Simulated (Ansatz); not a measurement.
Start from LiBH$_{4}$ (space group P6_3mc, No. 186; a = 4.186 Å, c = 7.230 Å; a cell from a computed database, its experimental status unchecked). Axes: x lies along a and z along c of the hexagonal cell.

Level of theory: r2SCAN/PAW in Ansatz (a first-principles code), no spin-orbit coupling.

For the base:

The shortest interatomic distance is 1.212 Å.

It is then changed as follows: uniaxial stress, 0.5 GPa tension along x, with the cell and atoms free to relax against it.

### Question
How does this affect the energy relative to the base?

### Answer
The energy decreases by 11 meV/atom.

### Question
Predict the new strain response.

### Answer
The strain response (xx, yy, zz) amounts to (+11.18, −4.71, −18.26) %.

### Question
Predict the new shortest interatomic distance.

### Answer
The shortest interatomic distance grows by 0.002 Å to 1.214 Å.

Beyond what the load breaks, stability against distortions was not tested. Under uniaxial stress, 0.5 GPa tension along x the cell changed shape so far that it is another structure.
